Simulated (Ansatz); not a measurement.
Output of an Ansatz run (abridged):

```
WARN ansatz: RAYON_NUM_THREADS=1 ignored (pool sized by the plan → 1); use --threads N
Pseudopotentials: kind: paw
Pseudopotential: La, paw, valence charge 11
Pseudopotential: O, paw, valence charge 6
Crystal: 6 atoms, lattice volume = 107.172 Å³
Basis set: ecut = 420 eV, 2103 PW (Γ), exchange–correlation on 60×54×90 points (8 copies of the dense FFT grid, shifted against one another)
Bands: 29, of which v1, the nominal top of the filled ones, is band 23 counted from 1 (22 counted from 0)
Symmetry: 2 space group operations
Space group: Pm (ITA 6), of the structure as read, at distance tolerance 4.8e-5 Å
k-points: 60 of 196 (time reversal used)
PAW frozen core: La, regenerated for the run's functional, and the local potential with it
PAW frozen core: O, regenerated for the run's functional, and the local potential with it
Initial density: superposition of atomic densities (neutral atoms: chi_scale 0, normalization atom), corrected by the library's trained network
Initial wavefunctions: pseudopotential atomic-orbital guess
Eigensolver: davidson
Functional: x = pbesol(κ = 0.804, μ = 0.12345679012345678), c = pbesol(β = 0.046)
SCF iter   1: F=—  HF=-14570.977435 eV  |F-HF|=—  |Δ(HF+E_count)|=         —  Δρ=2.00e-2  dr2=5.60e-1  ethr=1.77e-3  ⟨swp⟩=5.2  Hψ=7723  notcnv=0  defer=26
all-band conjugate gradients solve this SCF's bands
preconditioner: auto → LDOS
SCF iter   2: F=—  HF=-14570.914821 eV  |F-HF|=—  |Δ(HF+E_count)|=   6.26e-2  Δρ=1.19e-2  dr2=9.68e-2  ethr=1.22e-3  ⟨swp⟩=3.1  Hψ=3367  notcnv=0  defer=44
SCF iter   3: F=—  HF=-14570.912816 eV  |F-HF|=—  |Δ(HF+E_count)|=   2.01e-3  Δρ=8.43e-3  dr2=9.15e-2  ethr=2.10e-4  ⟨swp⟩=3.6  Hψ=3168  notcnv=0  defer=46
SCF iter   4: F=—  HF=-14570.906325 eV  |F-HF|=—  |Δ(HF+E_count)|=   6.49e-3  Δρ=2.49e-3  dr2=2.97e-3  ethr=1.99e-4  ⟨swp⟩=1.0  Hψ=1687  notcnv=0  defer=52
SCF iter   5: F=—  HF=-14570.906300 eV  |F-HF|=—  |Δ(HF+E_count)|=   2.44e-5  Δρ=8.31e-4  dr2=3.14e-4  ethr=6.47e-6  ⟨swp⟩=2.3  Hψ=3051  notcnv=0  defer=52
SCF iter   6: F=—  HF=-14570.906336 eV  |F-HF|=—  |Δ(HF+E_count)|=   3.63e-5  Δρ=3.91e-4  dr2=1.24e-4  ethr=6.82e-7  ⟨swp⟩=2.1  Hψ=2980  notcnv=0  defer=52
SCF iter   7: F=—  HF=-14570.906337 eV  |F-HF|=—  |Δ(HF+E_count)|=   4.67e-7  Δρ=1.32e-4  dr2=2.52e-5  ethr=2.69e-7  ⟨swp⟩=1.0  Hψ=1687  notcnv=0  defer=52
SCF iter   8: F=—  HF=-14570.906384 eV  |F-HF|=—  |Δ(HF+E_count)|=   4.73e-5  Δρ=8.22e-5  dr2=1.11e-5  ethr=5.47e-8  ⟨swp⟩=1.0  Hψ=1742  notcnv=0  defer=52
SCF iter   9: F=—  HF=-14570.906384 eV  |F-HF|=—  |Δ(HF+E_count)|=   2.76e-7  Δρ=5.63e-5  dr2=4.73e-6  ethr=2.40e-8  ⟨swp⟩=1.0  Hψ=1688  notcnv=0  defer=52
SCF iter  10: F=—  HF=-14570.906384 eV  |F-HF|=—  |Δ(HF+E_count)|=   2.61e-7  Δρ=2.88e-5  dr2=1.27e-6  ethr=1.03e-8  ⟨swp⟩=1.0  Hψ=1687  notcnv=0  defer=52
SCF iter  11: F=—  HF=-14570.906384 eV  |F-HF|=—  |Δ(HF+E_count)|=   8.94e-8  Δρ=1.00e-5  dr2=1.40e-7  ethr=2.76e-9  ⟨swp⟩=1.1  Hψ=1795  notcnv=0  defer=52
SCF iter  12: F=-14570.906384 eV  HF=-14570.906384 eV  |F-HF|=2.53e-9  |Δ(HF+E_count)|=   1.44e-8  Δρ=2.14e-6  dr2=5.82e-9  ethr=2.17e-10  ⟨swp⟩=14.9  Hψ=8835  notcnv=0
SCF 1 converged in 12 iterations: F = -14570.906384 eV  dr2 = 5.82e-9
SCF converged after 12 iterations
Free energy (F): -14570.906384 eV
Harris-Foulkes:  -14570.906384 eV  (|F-HF|=2.53e-9)
Internal energy: -14570.855583 eV  (E = F + TS)
E sigma→0 (E₀):  -14570.880983 eV
Entropy (-TS):   -0.050801 eV (-8.467 meV/atom)
Fermi energy:    6.342415 eV
--- Per-component energies (eV) ---
  E_band       = -133.878509
  E_kinetic    = 1072.564953
  E_local      = -2308.181714  (includes V_loc(G=0)·N_el)
  E_nonlocal   = 389.739250
  E_hartree    = 824.068218
  E_xc         = -565.574403
  E_vxc        = -664.851177  (∫ρ·V_xc dr)
  E_paw        = -11265.335029  (= ΣΔE_a)
  E_vpaw       = -271.293987  (= ΣTr[D̂ρ^β])
  E_aug_tail   = 0.009404  (compensation charges beyond the density's cutoff)
  E_ewald      = -2718.626432
  E_core_change = 0.480171  (= ΣΔE_core)
  E_smearing   = -0.050801  (= −TS)
  E_closure    = 0.000000  (closes the sum)
  Σ components = -14570.906384   (vs F -14570.906384, Δ=0.00e0)
--- Forces (eV/Å), atoms counted from 1 ---
  atom   1  La     0.03289672     0.00000000     0.14332982
  atom   2  La    -0.04426204     0.00000000    -0.45130345
  atom   3  O     -0.34719169     0.00000000    -0.07793903
  atom   4  O      0.38808594     0.00000000     0.16484901
  atom   5  O     -0.07293562     0.00000000     0.09383316
  atom   6  O      0.04342761     0.00000000     0.12722056
  max |Σ_I F_I| component: 2.09e-5 eV/Å
--- Stress (GPa, compression-positive) ---
       -5.023708       0.000000      -0.630773
        0.000000      -4.482542       0.000000
       -0.630773       0.000000      -6.376281
  P = ⅓ Tr σ = -5.2942 GPa (-52.942 kbar)
  The stress holds the Pulay correction. Without it, at fixed plane waves, as pw.x and ABINIT print it: P = -5.7659 GPa
--- Band table (eV; the first three rows and the last of 60) ---
  k-point 0: bands = ["-23.1092", "-22.9179", "-10.8852", "-9.4389", "-9.1187", "-8.8517", "-7.0388", "-6.8532", "-6.5641", "-6.4751", "-6.4517", "-4.8122", "3.3438", "3.7838", "3.8956", "4.2278", "5.2028", "5.3396", "5.4670", "5.5666", "5.9001", [...]
  k-point 1: bands = ["-23.0948", "-22.9333", "-10.7309", "-9.7276", "-9.0914", "-8.8769", "-6.9968", "-6.8214", "-6.5525", "-6.4885", "-6.2021", "-5.0143", "3.5139", "3.7550", "4.1000", "4.4648", "4.7861", "4.8445", "5.5718", "5.6275", "5.8206", [...]
  k-point 2: bands = ["-23.0770", "-22.9521", "-10.4070", "-10.1639", "-9.0525", "-8.9206", "-6.9112", "-6.7806", "-6.6450", "-6.5343", "-5.5729", "-5.5276", "3.7981", "3.8764", "4.1475", "4.4047", "4.5868", "4.8509", "5.2415", "5.3891", "5.9050", [...]
  k-point 59: bands = ["-22.9413", "-22.9146", "-10.5243", "-10.5202", "-9.9519", "-9.6002", "-6.9908", "-6.9058", "-6.3246", "-6.1311", "-5.0854", "-5.0441", "3.7017", "3.8293", "4.6496", "4.8821", "5.1684", "5.3959", "5.4768", "5.6480", "5.7909", [...]
```

The structure:

```xyz
6
Lattice="4.3200 0.0000 0.0000 0.0000 3.9459 0.0000 -1.1022 0.0000 6.2871" Properties=species:S:1:pos:R:3 pbc="T T T"
La     3.2565     2.9594     1.3040
La    -0.0386     0.9865     5.0330
O      0.1465     2.9594     3.4297
O      3.0714     0.9865     2.8574
O      1.0694     2.9594     0.1940
O      2.1485     0.9865     6.0930
```

Question: What input produced this log?

Answer: Other spellings and defaults could give the same log, and not every line can be read from it. The input that was run (DFT, PBEsol, plane waves, default PAW files made with PBE):

Ansatz 0.2 input:
```yaml
# LaO2
crystal:
  lattice:
    - [4.320031, 0.000000, 0.000000]
    - [0.000000, 3.945902, 0.000000]
    - [-1.102154, 0.000000, 6.287066]
  atoms:
    - { symbol: La, position_ang: [3.256493, 2.959426, 1.304019] }
    - { symbol: La, position_ang: [-0.038616, 0.986475, 5.033048] }
    - { symbol: O, position_ang: [0.146518, 2.959426, 3.429657] }
    - { symbol: O, position_ang: [3.071359, 0.986475, 2.857409] }
    - { symbol: O, position_ang: [1.069410, 2.959426, 0.194019] }
    - { symbol: O, position_ang: [2.148467, 0.986475, 6.093047] }
basis:
  ecutwfc: 420.0
kpoints:
  mp_grid: { grid: [7, 7, 4] }
hamiltonian:
  xc: pbesol
  pseudopotentials: { kind: paw }
scf:
  occupations: { method: gaussian, width: 0.1 }
output:
  forces: true
  eigenvalues: true
  stress: true
```

The starting cell comes from a database of computed structures (which also holds hypothetical and non-ambient phases and stackings), without a prior relaxation at this level. Its lattice was rescaled by up to half a per cent. One atom was moved a little off its site on purpose. With a pressure of about -5 GPa the cell is away from its equilibrium volume at this level. Ansatz's pressure includes its estimate of the finite-basis (Pulay) stress.

Ansatz is a first-principles code.
